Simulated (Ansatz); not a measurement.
Results of PBEsol (Ansatz, a program for electronic structure, PAW) for CsCl-type TmPd.

Settings: plane-wave cutoff 500 eV, 16×16×16 k mesh, Fermi–Dirac smearing 0.1 eV, spin-polarised start, scalar-relativistic PAW data made under PBE.

Computed at the level's own relaxed cell.

Q: Give the computed volume per atom and equilibrium lattice constant a.

A: 
volume per atom: 20.32 Å³/atom
equilibrium lattice constant a: 3.438 Å

The run finds no gap.

Note: the magnetic order was assumed, not searched for or taken from measurement; the 4f shell is treated without U or exact exchange, so its levels and filling can be wrong.

Spin–orbit coupling is not included.

Computed values are for the static lattice.

The result took about 5 core-minutes (a rough figure).
